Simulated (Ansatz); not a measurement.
CsCl-type CoGa was calculated with r²SCAN+rVV10 (Ansatz, an electronic-structure program, PAW).

Run with plane-wave cutoff 560 eV, 20×20×20 k mesh, Fermi–Dirac smearing 0.05 eV, no spin polarisation, scalar-relativistic PAW data made under PBE.

Computed points:

```csv
V (Å³/atom),E − E_lowest (meV/atom)
10.713,29.91
10.941,12.79
11.169,3.08
11.397,0.00
11.625,2.84
11.852,10.98
12.080,23.84
```

Question: Estimate the bulk modulus and its pressure derivative from these points.

Answer: V0 = 11.397 Å³/atom, B0 = 208 GPa, B′ = 4.6 (fit to the energies at full precision).

The computed numbers hold no vibrational or temperature effects.
